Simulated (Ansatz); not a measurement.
# Pressure series in InPd

Start from InPd in the CsCl type structure (space group Pm-3m, No. 221; a = 3.2469 Å).

Cell and atoms are relaxed at each pressure.

Computed with PBEsol, PAW, 420 eV (Ansatz, a first-principles code; no spin-orbit coupling).

Two rows of this table had their results exchanged by mistake.

| pressure | volume per atom (Å³) | shortest distance (Å) | band gap |
|---|---|---|---|
| pressure −2 GPa | 17.38 | 2.826 | zero |
| pressure −1 GPa | 17.24 | 2.819 | zero |
| pressure 0.3 GPa | 17.08 | 2.810 | zero |
| pressure 0.7 GPa | 17.03 | 2.807 | zero |
| pressure 1.5 GPa | 16.94 | 2.802 | zero |
| pressure 3 GPa | 16.77 | 2.793 | zero |
| pressure 5 GPa | 16.10 | 2.755 | zero |
| pressure 7.5 GPa | 16.32 | 2.767 | zero |
| pressure 10 GPa | 16.56 | 2.781 | zero |

### Question
Which two?

### Answer
The rows for pressure 5 GPa and pressure 10 GPa: the volume has to fall steadily with pressure, so 16.56 Å³ belongs to pressure 5 GPa and 16.10 Å³ to pressure 10 GPa.

Load acts through the strain it causes; cell and atoms are relaxed under it. Stability against distortions was not tested. No other phases were tried under pressure. The final runs are not spin-polarised.
